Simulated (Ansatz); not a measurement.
Consider the following.

```
GaP
1.0
    0.00000     0.00000    -3.76979
   -2.01104     2.84404    -1.88490
    2.01104     2.84404    -1.88490
Ga P
1 1
Cartesian
  0.00000   0.01943  -3.76979
  0.00000   4.24663  -5.65469
```

No spin polarisation.

Method: Kohn–Sham DFT with the PBEsol functional, run in Ansatz (an electronic-structure program) with PAW and 420 eV plane waves, without spin-orbit coupling, earlier PAW set. Settings: 11×11×11 k-points, 0.05 eV Fermi–Dirac smearing.

Q: Predict the pressure and valence-band top at Γ.

A: The pressure (mean of the normal stresses, compression positive) is -4.96 GPa and the valence-band top at Γ (three highest levels, from the VBM) is 0.00, -0.44, -0.46 eV.

A biaxial case was relaxed in a doubled cell and then solved in the primitive one. The cells carry an imposed strain or load. Stability against distortions was not tested. The cell was made from GaP in the zinc blende structure (space group F-43m, No. 216) by this change: biaxial strain +4.58 %, plane normal [110], relaxed out of plane.
